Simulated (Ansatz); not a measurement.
The parent structure is HgTe in the zinc blende structure (space group F-43m, No. 216; a = 6.510 Å). Axes: x, y, z lie along the cube axes.

Method: Kohn–Sham DFT with the PBEsol functional, run in Ansatz (a quantum-chemistry and plane-wave program) with PAW and 420 eV plane waves, spin-orbit coupling left out.

Strains are applied to the cell and any free atomic positions relax.

One change was made to it. Results:

```csv
quantity,base,after
"pressure (mean of the normal stresses, compression positive)",0.0 GPa,1.4 GPa
energy relative to the base (free energy F),0 meV/atom,+5.3 meV/atom
shortest interatomic distance,2.819 Å,2.791 Å
```

What was done to the base?
A) uniaxial strain ε_zz = −1.50 %
B) uniaxial strain ε_zz = +0.50 %
C) uniaxial strain ε_zz = +3.00 %
D) uniaxial strain ε_zz = −3.00 %
E) uniaxial strain ε_zz = −1.00 %

D, uniaxial strain ε_zz = −3.00 %. For comparison, the pressure in the other runs: uniaxial strain ε_zz = +0.50 % gives -0.2 GPa; uniaxial strain ε_zz = −1.50 % gives 0.7 GPa; uniaxial strain ε_zz = −1.00 % gives 0.4 GPa; uniaxial strain ε_zz = +3.00 % gives -1.2 GPa.

A case with no gap was solved on a k-mesh chosen for an insulator, which is coarse for it. No phonon test of stability was made. All final runs are without spin polarisation.
